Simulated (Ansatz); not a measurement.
## ZnSnAs2 under a change: uniaxial strain ε_zz = −0.75 %

Take ZnSnAs$_{2}$ in the chalcopyrite structure (space group I-42d, No. 122; a = 5.839 Å, c = 11.737 Å) as the base. Axes: x, y, z lie along a, b, c of the conventional cell.

The change: uniaxial strain ε_zz = −0.75 %, all other strain components held at zero, atoms relaxed at fixed cell.

All numbers come from Ansatz (a quantum-chemistry and plane-wave program) PBEsol, no spin-orbit coupling. Settings: 8×8×8 k-points, 0.05 eV Fermi–Dirac smearing.

```tsv
quantity	base	changed	shift
volume per atom	25.02 Å³	24.83 Å³	-0.19 Å³
shortest interatomic distance	2.449 Å	2.443 Å	-0.0066 Å
energy relative to the base (free energy F)	0 meV/atom	+0.4 meV/atom	+0.4 meV/atom
pressure (mean of the normal stresses, compression positive)	0.0 GPa	0.5 GPa	+0.5 GPa
band gap	zero	zero	–
stress (xx, yy, zz, yz, xz, xy; compression positive) (rough)	–	(0.4, 0.4, 0.7, 0.0, 0.0, 0.0) GPa	–
```

Final structure:

```
CELL_PARAMETERS angstrom
     -2.91974     2.91974     5.82471
      2.91974    -2.91974     5.82471
      2.91974     2.91974    -5.82471
ATOMIC_POSITIONS crystal
  Sn 0.50000 0.50000 0.00000
  Sn 0.25000 0.75000 0.50000
  As 0.37500 0.34921 0.47421
  As 0.65079 0.12500 0.02579
  As 0.87500 0.90079 0.52579
  As 0.09921 0.62500 0.97421
  Zn 0.00000 0.00000 0.00000
  Zn 0.75000 0.25000 0.50000
```

Cost of the whole job for the changed cell (relaxation, final SCF and bands): very roughly 2.4 core-minutes.

Without a gap, meshes like the base's 8×8×8 leave anisotropic stresses uncertain by several tenths of a GPa, and small strain energies with them. Whether these cells are dynamically stable was not tested. All final runs are without spin polarisation. Gaps under 0.05 eV, about the width of the smearing, are given as zero. The zero or small gap of ZnSnAs2 can change with the level of theory.
